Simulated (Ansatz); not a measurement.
**Ba₂FeMoO₆ (space group Fm-3m, No. 225; ferromagnetic)**

```yaml
crystal:
  lattice:
    - [0.00000, 4.00613, 4.00613]
    - [4.00613, 0.00000, 4.00613]
    - [4.00613, 4.00613, 0.00000]
  atoms:
    - { symbol: Ba, position: [0.75000, 0.75000, 0.75000] }
    - { symbol: Ba, position: [0.25000, 0.25000, 0.25000] }
    - { symbol: Fe, position: [0.00000, 0.00000, 0.00000] }
    - { symbol: Mo, position: [0.50000, 0.50000, 0.50000] }
    - { symbol: O, position: [0.74242, 0.25758, 0.74242] }
    - { symbol: O, position: [0.25758, 0.74242, 0.25758] }
    - { symbol: O, position: [0.25758, 0.25758, 0.74242] }
    - { symbol: O, position: [0.74242, 0.74242, 0.25758] }
    - { symbol: O, position: [0.74242, 0.25758, 0.25758] }
    - { symbol: O, position: [0.25758, 0.74242, 0.74242] }
```

The values are results of Kohn–Sham DFT with the PBEsol functional, run in Ansatz (a quantum-chemistry and plane-wave program) with PAW and 420 eV plane waves, no SOC, not measurements. k-mesh 10×10×10 (Γ-centred); smearing 0.05 eV (Fermi–Dirac).

```yaml
volume_per_atom: 12.86 Å³
density: 6.75 g/cm³
band_gap: zero
magnetic_state: ferromagnetic
total_energy: -2444.510 eV/atom (σ→0; compares only within this code and set-up)
```

No phonon test of stability was made. No Hubbard U is applied and the magnetic state is the run's own (Ba2FeMoO6 ferromagnetic); other magnetic orders, which need larger cells, were not tried and can change the gap. The base started in P-1 and relaxed to Fm-3m at this level.
